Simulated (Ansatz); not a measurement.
Base system: GaAs in the zinc blende structure (space group F-43m, No. 216; a = 5.659 Å). Axes: x, y, z lie along the cube axes.

Computed with plane-wave PAW DFT at the PBEsol level (Ansatz, a program for electronic structure, 420 eV), no spin-orbit coupling.

Strains are applied to the cell and any free atomic positions relax; under biaxial strain the out-of-plane vector relaxes too.

One change was made to it. Results:

```json
[
 {"quantity": "band gap", "base": "0.42 eV", "after": "zero"},
 {"quantity": "energy relative to the base (free energy F)", "base": "0 meV/atom", "after": "+9.5 meV/atom"},
 {"quantity": "shortest interatomic distance", "base": "245.0 pm", "after": "247.3 pm"},
 {"quantity": "pressure (mean of the normal stresses, compression positive)", "base": "0.0 GPa", "after": "-1.7 GPa"}
]
```

Name the change that was made.
(A) biaxial strain +2.50 %, plane normal [001], relaxed out of plane
(B) biaxial strain +3.00 %, plane normal [001], relaxed out of plane
(C) biaxial strain +1.50 %, plane normal [001], relaxed out of plane
(D) biaxial strain −1.00 %, plane normal [001], relaxed out of plane
(E) biaxial strain −0.50 %, plane normal [001], relaxed out of plane

A, biaxial strain +2.50 %, plane normal [001], relaxed out of plane. For comparison, the energy relative to the base in the other runs: biaxial strain +1.50 %, plane normal [001], relaxed out of plane gives +3.5 meV/atom; biaxial strain −1.00 %, plane normal [001], relaxed out of plane gives +1.7 meV/atom; biaxial strain +3.00 %, plane normal [001], relaxed out of plane gives +13 meV/atom; biaxial strain −0.50 %, plane normal [001], relaxed out of plane gives +0.4 meV/atom.

Stability against distortions was not tested. All final runs are without spin polarisation. Gaps under 0.05 eV, about the width of the smearing, are given as zero. The zero or small gap of GaAs under biaxial strain +2.50 %, plane normal [001], relaxed out of plane, GaAs under biaxial strain +1.50 %, plane normal [001], relaxed out of plane and GaAs under biaxial strain +3.00 %, plane normal [001], relaxed out of plane can change with the level of theory.
